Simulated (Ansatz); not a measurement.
A self-consistent single point of InAs (Fm-3m, 2 atoms in the cell) with Ansatz (an electronic-structure program).

Level of theory: LDA (PW92), default PAW files made with PBE (plane waves; Ansatz).

The change in words: lattice scaled by 0.98; basis.ecutwfc: 420 eV → 505 eV. Reference geometry:
```
CELL_PARAMETERS angstrom
      0.00000     2.89169     2.89169
      2.89169     0.00000     2.89169
      2.89169     2.89169     0.00000
ATOMIC_POSITIONS crystal
  In 0.50000 0.50000 0.50000
  As 0.00000 0.00000 0.00000
```

Reference input (self-consistent single point, DFT, LDA (PW92), plane waves, default PAW files made with PBE): basis.ecutwfc = 420 eV; kpoints.mp_grid.grid = 10 10 10; hamiltonian.xc = lda; hamiltonian.pseudopotentials = {kind: paw} (the program's default PAW files); scf.occupations.method = gaussian; scf.occupations.width = 0.1 eV. This run's input differs from it in these lines:

Ansatz 0.2 input:
```diff
@@ -3,10 +3,10 @@
   lattice:
-    - [0.000000, 2.891692, 2.891692]
-    - [2.891692, 0.000000, 2.891692]
-    - [2.891692, 2.891692, 0.000000]
+    - [0.000000, 2.833858, 2.833858]
+    - [2.833858, 0.000000, 2.833858]
+    - [2.833858, 2.833858, 0.000000]
   atoms:
-    - { symbol: In, position_ang: [2.891692, 2.891692, 2.891692] }
+    - { symbol: In, position_ang: [2.833858, 2.833858, 2.833858] }
     - { symbol: As, position_ang: [0.000000, 0.000000, 0.000000] }
 basis:
-  ecutwfc: 420.0
+  ecutwfc: 505.0
 kpoints:
```

The program printed (abridged):

```
SCF iter   1: F=—  HF=-10230.996598 eV  |F-HF|=—  |Δ(HF+E_count)|=         —  Δρ=7.71e-3  dr2=1.85e-2  ethr=1.77e-3  ⟨swp⟩=5.7  Hψ=4102  notcnv=0
all-band conjugate gradients solve this SCF's bands
preconditioner: auto → Kerker (q_TF=auto, 2.516 Å⁻¹)
SCF iter   2: F=—  HF=-10230.990676 eV  |F-HF|=—  |Δ(HF+E_count)|=   5.92e-3  Δρ=4.24e-3  dr2=6.17e-3  ethr=6.61e-5  ⟨swp⟩=1.1  Hψ=1286  notcnv=0
SCF iter   3: F=—  HF=-10230.988885 eV  |F-HF|=—  |Δ(HF+E_count)|=   1.79e-3  Δρ=8.32e-4  dr2=4.85e-4  ethr=2.20e-5  ⟨swp⟩=2.0  Hψ=1094  notcnv=0
SCF iter   4: F=—  HF=-10230.988749 eV  |F-HF|=—  |Δ(HF+E_count)|=   1.36e-4  Δρ=3.43e-4  dr2=5.54e-5  ethr=1.73e-6  ⟨swp⟩=2.0  Hψ=1503  notcnv=0
SCF iter   5: F=—  HF=-10230.988734 eV  |F-HF|=—  |Δ(HF+E_count)|=   1.48e-5  Δρ=7.81e-5  dr2=2.87e-6  ethr=1.98e-7  ⟨swp⟩=2.0  Hψ=1463  notcnv=0
SCF iter   6: F=—  HF=-10230.988733 eV  |F-HF|=—  |Δ(HF+E_count)|=   3.17e-7  Δρ=2.29e-5  dr2=1.71e-7  ethr=1.02e-8  ⟨swp⟩=2.0  Hψ=1504  notcnv=0
SCF iter   7: F=-10230.988733 eV  HF=-10230.988733 eV  |F-HF|=3.10e-9  |Δ(HF+E_count)|=   5.30e-8  Δρ=5.38e-6  dr2=8.26e-9  ethr=3.57e-10  ⟨swp⟩=5.5  Hψ=3645  notcnv=0
SCF 1 converged in 7 iterations: F = -10230.988733 eV  dr2 = 8.26e-9
Free energy (F): -10230.988733 eV
Internal energy: -10230.985792 eV  (E = F + TS)
E sigma→0 (E₀):  -10230.987263 eV
Entropy (-TS):   -0.002941 eV (-1.471 meV/atom)
Fermi energy:    10.151480 eV
--- Forces (eV/Å), atoms counted from 1 ---
  atom   1  In     0.00000000    -0.00000000     0.00000000
  atom   2  As    -0.00000000     0.00000000    -0.00000000
--- Stress (GPa, compression-positive) ---
       -2.616448       0.000000      -0.000000
        0.000000      -2.616448      -0.000000
       -0.000000       0.000000      -2.616448
  P = ⅓ Tr σ = -2.6164 GPa (-26.164 kbar)
  The stress holds the Pulay correction. Without it, at fixed plane waves, as pw.x and ABINIT print it: P = -2.6258 GPa
```

The run converged in 7 iterations. Against the reference run the free energy falls by 39.8 meV/atom and the pressure goes from -5.97 to -2.62 GPa.

The starting cell comes from a database of computed structures (which also holds hypothetical and non-ambient phases and stackings), without a prior relaxation at this level. Its lattice was rescaled by up to half a per cent. For this run, on top of that: lattice scaled by 0.98. Ansatz's pressure includes its estimate of the finite-basis (Pulay) stress. The run gives no clean gap (levels at the Fermi energy touch, overlap or are partly filled at this smearing), which alone does not show that the compound is a metal.
